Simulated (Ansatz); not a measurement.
**Short convergence ladders for CaI2 (P3m1, 3 atoms in the cell)**

```xyz
3
Lattice="4.5516 0.0000 0.0000 -2.2758 3.9418 0.0000 0.0000 0.0000 7.2459" Properties=species:S:1:pos:R:3 pbc="T T T"
Ca     0.0000     0.0000     0.0500
I      0.0000     2.6279     1.7702
I      2.2758     1.3139     5.4757
```

Base method: PBEsol, default PAW files made with PBE (plane waves; Ansatz, a first-principles code).

Base settings: basis.ecutwfc = 420 eV; kpoints.mp_grid.grid = 6 6 4; hamiltonian.xc = pbesol; hamiltonian.pseudopotentials = {kind: paw} (the program's default PAW files); scf.occupations.method = fixed.

The count of work is k-points × plane waves × bands × iterations; it is no time. 

**The cutoff for other potential files**

Level: DFT, PBEsol, plane waves, harder PAW files (source: ansatz) made with PBE.

In this ladder: hamiltonian.pseudopotentials = {kind: paw, source: ansatz}.

The second cell is the first with its lattice scaled by 0.98.

The mesh stays at the base's, so the ladder's end is converged at best in this setting alone.

The first pressure column holds Ansatz's estimate of the finite-basis (Pulay) stress, which hides part of the cutoff error; the other is without it.

Only quantities that move along the ladder and can be compared are tabulated.

```csv
basis.ecutwfc,free energy less the last step's (meV/atom),energy of the compressed cell less the first (meV/atom),pressure (GPa),pressure without the Pulay estimate (GPa),largest difference of a force vector from the last step's (eV/Å),count of work / last
235 eV,11447.95,12.24,-1.68,-201.16,0.123,0.099
285 eV,2512.60,-18.87,-1.31,-56.14,0.027,0.13
365 eV,176.30,-10.55,-1.23,-6.94,0.001,0.21
440 eV,8.17,-9.73,-1.21,-1.63,0.000,0.27
520 eV,0.39,-9.81,-1.21,-1.22,0.000,0.36
625 eV,0.26,-9.81,-1.21,-1.21,0.000,0.47
780 eV,0.14,-9.81,-1.21,-1.21,0.000,0.66
1040 eV,0.00,-9.81,-1.21,-1.21,0.000,1.0
```

Coarsest basis.ecutwfc that holds the forces within 0.01 eV/Å of the last step, with all finer ones: 365 eV, at 0.21 of the last step's count of work; the step before is off by 0.027 eV/Å.

Coarsest basis.ecutwfc that holds the free energy within 5 meV/atom of the last step, with all finer ones: 520 eV, at 0.36 of the last step's count of work; the step before is off by 8.2 meV/atom.

Coarsest basis.ecutwfc that holds the pressure within 0.2 GPa of the last step, with all finer ones: 285 eV, at 0.13 of the last step's count of work; the step before is off by 0.47 GPa.

The energy difference between the two cells stays within 1 meV/atom of the last step's from 365 eV on, the total only from 520 eV on: much of the error is common to both cells and cancels.

At the lowest cutoff the pressure without the Pulay estimate lies 200 GPa under the last step's, the usual sign of Pulay stress in an incomplete plane-wave basis.

**The density cutoff**

The mesh stays at the base's, so the ladder's end is converged at best in this setting alone.

Only quantities that move along the ladder and can be compared are tabulated.

| basis.ecutrho_ratio | free energy less the last step's (meV/atom) |
|---|---|
| 2 | -1.25 |
| 3 | -0.04 |
| 4 | -0.01 |
| 5 | 0.00 |
| 6 | 0.00 |
| 8 | 0.00 |
| 10 | 0.00 |
| 12 | 0.00 |
| 16 | 0.00 |

Coarsest basis.ecutrho_ratio that holds the free energy within 0.5 meV/atom of the last step, with all finer ones: 3; the step before is off by 1.2 meV/atom.

**The relaxed cell against the cutoff**

On CaI2 (P-3m1, 3 atoms in the cell): atoms on their sites.

In this ladder: relax = cell and atoms.

The mesh stays at the base's, so the ladder's end is converged at best in this setting alone.

Only quantities that move along the ladder and can be compared are tabulated.

| basis.ecutwfc | relaxed volume (Å³/atom) | relaxation steps |
|---|---|---|
| 250 eV | 40.623 | 50 |
| 295 eV | 40.423 | 19 |
| 355 eV | 40.279 | 9 |
| 420 eV | 40.241 | 7 |
| 505 eV | 40.259 | 7 |
| 630 eV | 40.250 | 7 |
| 840 eV | 40.247 | 7 |

Coarsest basis.ecutwfc that holds the relaxed volume within 0.201 Å³/atom of the last step, with all finer ones: 295 eV; the step before is off by 0.38 Å³/atom.

At the lowest cutoff the cell relaxes to a volume 0.9 % larger than at the highest. Ansatz relaxes on a stress corrected for the finite basis.

On the base run: the starting cell comes from a database of computed structures (which also holds hypothetical and non-ambient phases and stackings), without a prior relaxation at this level. Its lattice was rescaled by up to half a per cent. One atom was moved a little off its site on purpose.

Left out of this page: 1 run of the series failed or unconverged.

Keys are those of Ansatz 0.2.
